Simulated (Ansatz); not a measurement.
Sn: response to strain

Take Sn in the diamond structure (space group Fd-3m, No. 227; a = 6.5665 Å) as the base. Axes: x, y, z lie along the cube axes.

Strains are applied to the cell and any free atomic positions relax.

Calculations: r2SCAN (Ansatz, a program for electronic structure), without spin-orbit coupling.

Notes on the quantities. energy relative to the base: free energy F.

```json
[
 {"change": "base", "energy relative to the base": "0 meV/atom", "volume per atom": "35.39 Å³"},
 {"change": "tensor shear ε_xy = +0.86 %", "energy relative to the base": "(withheld)", "volume per atom": "35.39 Å³"},
 {"change": "tensor shear ε_xy = +1.43 %", "energy relative to the base": "+2.8 meV/atom", "volume per atom": "35.38 Å³"},
 {"change": "tensor shear ε_xy = +1.71 %", "energy relative to the base": "+3.9 meV/atom", "volume per atom": "35.38 Å³"},
 {"change": "tensor shear ε_xy = +0.29 %", "energy relative to the base": "+0.1 meV/atom", "volume per atom": "35.39 Å³"},
 {"change": "tensor shear ε_xy = +0.57 %", "energy relative to the base": "+0.4 meV/atom", "volume per atom": "35.39 Å³"},
 {"change": "tensor shear ε_xy = +1.14 %", "energy relative to the base": "+1.8 meV/atom", "volume per atom": "35.39 Å³"},
 {"change": "tensor shear ε_xy = +2.00 %", "energy relative to the base": "+5.4 meV/atom", "volume per atom": "35.38 Å³"}
]
```

### Question
Complete the table.

### Answer

- tensor shear ε_xy = +0.86 %, energy relative to the base: +1.0 meV/atom

Whether these cells are dynamically stable was not tested.
